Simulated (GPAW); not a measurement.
Input and output of a self-consistent single point for MoIr (P-6m2, 2 atoms in the cell) (GPAW).

Level of theory: LDA (Perdew-Wang 92), GPAW PAW datasets LDA (gpaw-data 1.0.1) (plane waves; GPAW).

The change in words: lattice scaled by 0.98. Reference geometry:
```xyz
2
Lattice="2.7921 0.0000 0.0000 -1.3960 2.4180 0.0000 0.0000 0.0000 4.4699" Properties=species:S:1:pos:R:3 pbc="T T T"
Mo     0.0000     0.0000     0.0000
Ir     0.0000     1.6120     2.2350
```

Reference input (self-consistent single point, DFT LDA (Perdew-Wang 92), plane waves, GPAW PAW datasets LDA (gpaw-data 1.0.1)): mode = pw; ecut = 550 eV; xc = LDA; kpts = 18 18 10; mesh shift (steps) = 0 0 0; occupations.name = fermi-dirac; occupations.width = 0.05 eV; nbands = -6; symmetry.symmorphic = false; symmetry.tolerance = 0.0005; maxiter = 120. This run's input differs from it in these lines:

```diff
@@ -5,5 +5,5 @@
 atoms = Atoms(['Mo', 'Ir'],
-              cell=[[2.792050, 0.000000, 0.000000],
-                    [-1.396025, 2.417986, 0.000000],
-                    [0.000000, 0.000000, 4.469920]],
+              cell=[[2.736209, 0.000000, 0.000000],
+                    [-1.368104, 2.369626, 0.000000],
+                    [0.000000, 0.000000, 4.380522]],
               scaled_positions=[[0.000000, 0.000000, 0.000000],
```

Output, abridged:

```
     iter     time        total  log10-change:
                         energy   eigst   dens
iter:   1 --:--:--   -25.020555
iter:   2 --:--:--   -24.781545   -0.70  -1.33
iter:   3 --:--:--   -24.464594   -1.77  -1.35
iter:   4 --:--:--   -23.900877   -1.29  -1.41
iter:   5 --:--:--   -23.929899   -1.57  -1.79
iter:   6 --:--:--   -23.884501   -3.04  -1.98
iter:   7 --:--:--   -23.869632   -2.34  -2.18
iter:   8 --:--:--   -23.867585   -3.94  -2.81
iter:   9 --:--:--   -23.867615c  -4.99  -2.96
iter:  10 --:--:--   -23.867841c  -4.09  -3.00
iter:  11 --:--:--   -23.867509c  -4.66  -3.25
iter:  12 --:--:--   -23.867521c  -6.30  -3.68
iter:  13 --:--:--   -23.867521c  -6.82  -3.66
iter:  14 --:--:--   -23.867507c  -6.08  -3.67
iter:  15 --:--:--   -23.867504c  -6.40  -3.80
iter:  16 --:--:--   -23.867499c  -6.88  -4.04c
iter:  17 --:--:--   -23.867496c  -7.06  -4.26c
iter:  18 --:--:--   -23.867495c  -7.29  -4.45c
iter:  19 --:--:--   -23.867495c  -8.76c -4.62c
Converged after 19 iterations.

Dipole moment: (-3.510949, 2.027047, -0.000000) |e|*Ang

Energy contributions relative to reference atoms: (reference = -594232.050999)

Kinetic:         -2.688547
Potential:       -1.196853
External:        +0.000000
XC:             -19.463910
Entropy (-ST):   -0.012762
Local:           -0.511804
SIC:             +0.000000
--------------------------
Free energy:    -23.873876
Extrapolated:   -23.867495

Showing only first 2 kpts
 Kpt  Band  Eigenvalues  Occupancy
  0    12     13.08533    2.00000
  0    13     13.08534    2.00000
  0    14     13.87496    2.00000
  0    15     13.87497    2.00000

  1    12     12.99598    2.00000
  1    13     12.99599    2.00000
  1    14     14.01929    1.99993
  1    15     14.01929    1.99993

Fermi level: 14.53051

No gap
No difference between direct/indirect transitions
Energy (eV): -23.867495

Forces in eV/Ang:
  0 Mo   -0.00000    0.00000    0.00000
  1 Ir   -0.00000    0.00000    0.00000

Stress tensor:
     0.004209    -0.000000     0.000000
    -0.000000     0.004209     0.000000
     0.000000     0.000000    -0.017287
Stress (GPa, Voigt): [ 0.6743  0.6743 -2.7697  0.      0.     -0.    ]
```

The run converged in 19 iterations. GPAW prints stress with tension positive. Against the reference run the free energy goes down by 50.1 meV/atom and the pressure goes from -18.03 to 0.47 GPa.

The starting cell comes from a database of computed structures (which also holds hypothetical and non-ambient phases and stackings), without a prior relaxation at this level. For this run, on top of that: lattice scaled by 0.98. Spin polarisation is off.

Cost on one core of a shared machine: roughly 40 s.
